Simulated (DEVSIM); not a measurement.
System: Au/SiO2/n-Si capacitor, at 300 K.

| layer (left to right) | material | thickness (nm) | Nd (cm⁻³) |
|---|---|---|---|
| 1 | SiO2 | 23.0 | - |
| 2 | Si | 870 | 4.4e17 |

Metal gate on the left, work function 5.1 eV. Fixed charge at the semiconductor interface -2.1e10 cm⁻² (in units of +e); no interface traps.

This is a model device: material constants are rounded textbook-type values typed into the input, and sizes, dopings and lifetimes were drawn at random. Values at 300 K.

```csv
parameter,SiO2,Si
gap (eV),9,1.124
affinity (eV),0.9,4.05
permittivity,3.9,11.7
Nc (cm⁻³),-,2.86e19
Nv (cm⁻³),-,3.1e19
```

DEVSIM, 1D Poisson equation in equilibrium, Boltzmann statistics, complete ionisation; no quantum confinement or tunnelling. Metal contacts follow the ideal Schottky-Mott rule: no Fermi-level pinning, no interface dipoles.

Tabulate band edges, carrier densities and field at 3.2 V on the gate.

Energies count from the Fermi level of the right contact; mesh points crowd at the junctions.

```json
[
 {"x (μm)": "0.000", "Ec (eV)": "1.000", "Ev (eV)": "-8.000", "n (cm⁻³)": "< 1e2", "p (cm⁻³)": "< 1e2", "field (V/cm)": "940000"},
 {"x (μm)": "0.001234", "Ec (eV)": "1.116", "Ev (eV)": "-7.884", "n (cm⁻³)": "< 1e2", "p (cm⁻³)": "< 1e2", "field (V/cm)": "940000"},
 {"x (μm)": "0.003643", "Ec (eV)": "1.343", "Ev (eV)": "-7.657", "n (cm⁻³)": "< 1e2", "p (cm⁻³)": "< 1e2", "field (V/cm)": "940000"},
 {"x (μm)": "0.008347", "Ec (eV)": "1.787", "Ev (eV)": "-7.213", "n (cm⁻³)": "< 1e2", "p (cm⁻³)": "< 1e2", "field (V/cm)": "940000"},
 {"x (μm)": "0.01712", "Ec (eV)": "2.614", "Ev (eV)": "-6.386", "n (cm⁻³)": "< 1e2", "p (cm⁻³)": "< 1e2", "field (V/cm)": "940000"},
 {"x (μm)": "0.02062", "Ec (eV)": "2.944", "Ev (eV)": "-6.056", "n (cm⁻³)": "< 1e2", "p (cm⁻³)": "< 1e2", "field (V/cm)": "940000"},
 {"x (μm)": "0.02241", "Ec (eV)": "3.114", "Ev (eV)": "-5.886", "n (cm⁻³)": "< 1e2", "p (cm⁻³)": "< 1e2", "field (V/cm)": "940000"},
 {"x (μm)": "0.02383", "Ec (eV)": "0.039", "Ev (eV)": "-1.085", "n (cm⁻³)": "6.3e18", "p (cm⁻³)": "< 1e2", "field (V/cm)": "190000"},
 {"x (μm)": "0.02604", "Ec (eV)": "0.068", "Ev (eV)": "-1.056", "n (cm⁻³)": "2.1e18", "p (cm⁻³)": "< 1e2", "field (V/cm)": "88000"},
 {"x (μm)": "0.03068", "Ec (eV)": "0.092", "Ev (eV)": "-1.032", "n (cm⁻³)": "8.3e17", "p (cm⁻³)": "140", "field (V/cm)": "30000"},
 {"x (μm)": "0.04044", "Ec (eV)": "0.105", "Ev (eV)": "-1.019", "n (cm⁻³)": "5.0e17", "p (cm⁻³)": "230", "field (V/cm)": "5100"},
 {"x (μm)": "0.07144", "Ec (eV)": "0.108", "Ev (eV)": "-1.016", "n (cm⁻³)": "4.4e17", "p (cm⁻³)": "260", "field (V/cm)": "32"},
 {"x (μm)": "0.1262", "Ec (eV)": "0.108", "Ev (eV)": "-1.016", "n (cm⁻³)": "4.4e17", "p (cm⁻³)": "260", "field (V/cm)": "≈ 0"},
 {"x (μm)": "0.2414", "Ec (eV)": "0.108", "Ev (eV)": "-1.016", "n (cm⁻³)": "4.4e17", "p (cm⁻³)": "260", "field (V/cm)": "≈ 0"},
 {"x (μm)": "0.5614", "Ec (eV)": "0.108", "Ev (eV)": "-1.016", "n (cm⁻³)": "4.4e17", "p (cm⁻³)": "260", "field (V/cm)": "≈ 0"},
 {"x (μm)": "0.7360", "Ec (eV)": "0.108", "Ev (eV)": "-1.016", "n (cm⁻³)": "4.4e17", "p (cm⁻³)": "260", "field (V/cm)": "≈ 0"},
 {"x (μm)": "0.8190", "Ec (eV)": "0.108", "Ev (eV)": "-1.016", "n (cm⁻³)": "4.4e17", "p (cm⁻³)": "260", "field (V/cm)": "≈ 0"},
 {"x (μm)": "0.8584", "Ec (eV)": "0.108", "Ev (eV)": "-1.016", "n (cm⁻³)": "4.4e17", "p (cm⁻³)": "260", "field (V/cm)": "≈ 0"},
 {"x (μm)": "0.8808", "Ec (eV)": "0.108", "Ev (eV)": "-1.016", "n (cm⁻³)": "4.4e17", "p (cm⁻³)": "260", "field (V/cm)": "≈ 0"},
 {"x (μm)": "0.8878", "Ec (eV)": "0.108", "Ev (eV)": "-1.016", "n (cm⁻³)": "4.4e17", "p (cm⁻³)": "260", "field (V/cm)": "≈ 0"},
 {"x (μm)": "0.8911", "Ec (eV)": "0.108", "Ev (eV)": "-1.016", "n (cm⁻³)": "4.4e17", "p (cm⁻³)": "260", "field (V/cm)": "≈ 0"},
 {"x (μm)": "0.8930", "Ec (eV)": "0.108", "Ev (eV)": "-1.016", "n (cm⁻³)": "4.4e17", "p (cm⁻³)": "260", "field (V/cm)": "≈ 0"}
]
```
